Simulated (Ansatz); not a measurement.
The parent structure is MoP (space group P-6m2, No. 187; a = 3.2076 Å, c = 3.1727 Å; relaxed with 0.1 eV smearing). Axes: x lies along a and z along c of the hexagonal cell.

Calculations: PBEsol (Ansatz, a quantum-chemistry and plane-wave program; PAW; 420 eV plane waves; without spin-orbit coupling).

Before the change:

The shortest interatomic distance comes out as 2.438 Å and the pressure comes out as 0.0 GPa.

The change: a pure shear with ε_xz = ε_zx = 0.0057, atoms relaxed at fixed cell.

Task: Predict the new shortest interatomic distance, energy relative to the base and pressure.

Result: The shortest interatomic distance drops by 0.0119 Å (2.438 Å → 2.427 Å); the energy grows by 1.1 meV/atom; the pressure (mean of the normal stresses, compression positive) remains 0.0 GPa.

The cells carry an imposed strain or load. Whether these cells are dynamically stable was not tested. The final runs are not spin-polarised. An odd electron count without spin: MoP.
